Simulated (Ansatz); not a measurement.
We consider L1₂ (Cu3Au-type) Al3Sc, described by Hartree–Fock (Ansatz, a program for electronic structure, plane waves, PAW).

Run with plane-wave cutoff 460 eV, 8×8×8 k mesh, Fermi–Dirac smearing 0.05 eV, scalar-relativistic PAW data made under PBE.

Cell (relaxed at this level):

```cif
data_Al3Sc
_chemical_formula_sum 'Sc1 Al3'
_space_group_name_H-M_alt 'Pm-3m'
_space_group_IT_number 221
_space_group_name_Hall '-P 4 2 3'
_cell_length_a 4.18573
_cell_length_b 4.18573
_cell_length_c 4.18573
_cell_angle_alpha 90.000
_cell_angle_beta 90.000
_cell_angle_gamma 90.000
loop_
_atom_site_label
_atom_site_type_symbol
_atom_site_symmetry_multiplicity
_atom_site_Wyckoff_symbol
_atom_site_fract_x
_atom_site_fract_y
_atom_site_fract_z
_atom_site_occupancy
Sc1 Sc 1 a 0.00000 0.00000 0.00000 1
Al1 Al 3 c 0.00000 0.50000 0.50000 1
```

Task: Predict the bulk modulus B0 and pressure derivative B′ of the bulk modulus.

Result: 
- bulk modulus B0: 85.9 GPa
- pressure derivative B′ of the bulk modulus: 3.9

Measured, for comparison: bulk modulus 91.5 ± 1 GPa (298 K, no zero-point or thermal correction, polycrystal; as tabulated in A Combined Experimental and First-Principles Based Assessment of …). Computed (rounded) less measured: bulk modulus -6 %.

The computed numbers hold no vibrational or temperature effects.
